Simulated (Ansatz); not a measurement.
Functionals compared on the (21-31) surface of hcp Zr in its 1x1 cell, outermost plane spacing 0.17 Å in the ideal cut, in Ansatz (plane waves, PAW). The structure was relaxed with PBE; the other rows are single points on it, each with its references at the same level. Cutoff 420 eV (500 eV for r2SCAN).

Set-up: 22 atoms, 10.5 Å thick at the start; mesh 7x5x1; 0.1 eV smearing; dipole correction on; all atoms relaxed; symmetry of the start imposed; no spin, no spin-orbit, no U. These notes are the PBE run's.

| functional | surface energy (J/m²) | work function of the top face (eV) | rough cost of the single point |
|---|---|---|---|
| PBE | 1.69 | 3.37 | – |
| LDA | 1.92 | 3.61 | about 6 core-minutes (a rough figure) |
| PBEsol | 1.86 | 3.44 | about 6 core-minutes (a rough figure) |
| RPBE | 1.57 | 3.24 | roughly 7 core-minutes |
| r2SCAN | 1.81 | 3.37 | around 13 core-minutes (rough) |

Ansatz is a program for electronic structure.
